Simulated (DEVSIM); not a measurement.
Structure: abrupt Si n-p junction, at 250 K.

```
layer (left to right)  material  thickness (μm)  Nd (cm⁻³)  Na (cm⁻³)  τn (s)  τp (s)
---------------------  --------  --------------  ---------  ---------  ------  ------
1                            Si            89.0     3.1e16          -  5.3e-5  5.3e-5
2                            Si            13.0          -     2.8e17  5.3e-5  5.3e-5
```

Left contact: ohmic. Right contact: ohmic. Voltage is applied to the left contact. Recombination: SRH at mid-gap, radiative. Mobility is μmin + (μ − μmin)/(1 + (N/Nref)^α).

Constants are typed, rounded textbook-type inputs, not results; the design itself was drawn at random and stands for no fabricated device. Values at 300 K; Nc and Nv go as T^1.5, mobilities as T to minus their exponent, the gap by Varshni's rule with the affinity fixed.

| parameter | Si |
|---|---|
| gap (eV) | 1.124 |
| affinity (eV) | 4.05 |
| permittivity | 11.7 |
| Nc (cm⁻³) | 2.86e19 |
| Nv (cm⁻³) | 3.1e19 |
| μn (cm²/Vs) | 1417 |
| μp (cm²/Vs) | 470 |
| μn,min | 52 |
| μp,min | 45 |
| Nref,n | 9.7e16 |
| Nref,p | 2.2e17 |
| αn | 0.68 |
| αp | 0.72 |
| T exponent of μn | 2.3 |
| T exponent of μp | 2.2 |
| B (cm³/s) | 4.7e-15 |
| Varshni α (eV/K) | 0.000473 |
| Varshni β (K) | 636 |

DEVSIM, 1D drift-diffusion, Boltzmann statistics, complete ionisation; no tunnelling, impact ionisation, image-force lowering or self-heating.

The doping Nd of layer 1 was swept, all else fixed.

```csv
doping Nd of layer 1 (cm^-3),dark forward voltage at 100 A/cm² (V),largest field in the device at zero bias (V/cm),potential step across the device at zero bias (V),dark forward voltage at 1 A/cm² (V)
9.3e14,0.958,29000,0.824,0.748
3.1e15,0.946,35000,0.850,0.764
9.3e15,0.940,50000,0.873,0.780
3.1e16,0.937,86000,0.899,0.796
9.3e16,0.937,140000,0.923,0.806
3.1e17,0.934,200000,0.949,0.810
9.3e17,0.928,250000,0.973,0.811
```

From the first row to the last the dark forward voltage at 100 A/cm² goes from 0.958 to 0.928. From the first row to the last the largest field in the device at zero bias goes from 29000 to 250000.
